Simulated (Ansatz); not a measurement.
**Ti3Al with two functionals, Al → B**

Base system: Ti₃Al (space group P6_3/mmc, No. 194; a = 5.755 Å, c = 4.655 Å).

(Cell as relaxed with PBE.)

Levels (all Ansatz, a first-principles code, PAW, earlier PAW set): PBE (420 eV, scalar-relativistic without spin-orbit coupling); r2SCAN (500 eV, without spin-orbit coupling).

Each level relaxes its own structure.

```
base                         PBE       r2SCAN
-------------------  -----------  -----------
volume per atom         16.69 Å³     16.56 Å³
lattice parameter a  10.876 bohr  10.861 bohr
band gap                    zero         zero
```

Modification: B takes the place of Al on all its sites, then cell and atoms are relaxed.

```tsv
quantity	PBE	r2SCAN
band gap	zero	zero
volume per atom	13.52 Å³	13.39 Å³
```

PBE's volume per atom lies 0.13 Å³ above r2SCAN's (0.9 %); the two agree on the band gap. Neither level is exact; r2SCAN is the comparison here, not a measurement.

No phonon test of stability was made. As relaxed here, Ti3B is a hypothetical phase, not in the database extracts checked. All final runs are without spin polarisation.
